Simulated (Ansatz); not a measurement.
# What biaxial strain +3.97 %, plane normal [001], relaxed out of plane does to HfO2

Base system: HfO2 (space group P2_1/c, No. 14).

```xyz
12
Lattice="5.1141 0.0000 0.0000 0.0000 5.1816 0.0000 -0.8711 0.0000 5.2231" Properties=species:S:1:pos:R:3 pbc="T T T"
Hf     1.2312     0.2168     1.0876
Hf     3.4473     2.8076     1.5240
Hf     3.0117     4.9647     4.1356
Hf     0.7956     2.3740     3.6991
O      0.0586     1.7295     1.7968
O      4.6199     4.3203     0.8147
O      4.1843     3.4521     3.4263
O     -0.3770     0.8613     4.4084
O      1.8740     3.9259     2.4993
O      2.8044     1.3351     0.1122
O      2.3689     1.2557     2.7238
O      1.4385     3.8465     5.1109
```

Cartesian axes are those of the cell as printed.

It is then changed as follows: biaxial strain +3.97 %, plane normal [001], relaxed out of plane (Cartesian); in-plane vectors clamped, the third vector and the atoms free.

Method: Ansatz (a quantum-chemistry and plane-wave program), r2SCAN, PAW, cutoff 500 eV, scalar-relativistic without spin-orbit coupling. k-mesh 5×5×5 (Γ-centred); smearing 0.05 eV (Fermi–Dirac).

```json
[
 {"quantity": "volume per atom", "base": "11.53 Å³", "changed": "12.08 Å³", "shift": "+0.543 Å³"},
 {"quantity": "space group", "base": "P2_1/c (No. 14)", "changed": "P2_1/c (No. 14)", "shift": "–"},
 {"quantity": "shortest interatomic distance", "base": "2.041 Å", "changed": "2.100 Å", "shift": "+0.059 Å"},
 {"quantity": "energy relative to the base (free energy F)", "base": "0 meV/atom", "changed": "+46 meV/atom", "shift": "+46 meV/atom"},
 {"quantity": "pressure (mean of the normal stresses, compression positive)", "base": "0.00 GPa", "changed": "-10.16 GPa", "shift": "-10.16 GPa"},
 {"quantity": "band gap (an upper bound: an edge found on the path is not a true extremum; the changed cell)", "base": "4.59 eV", "changed": "4.44 eV", "shift": "-0.15 eV"},
 {"quantity": "out-of-plane strain", "base": "–", "changed": "-3.14 %", "shift": "–"},
 {"quantity": "ratio −ε⊥/ε∥", "base": "–", "changed": "0.79", "shift": "–"}
]
```

Spin-orbit coupling, missing from the scalar runs, can matter with Hf. Whether these cells are dynamically stable was not tested.
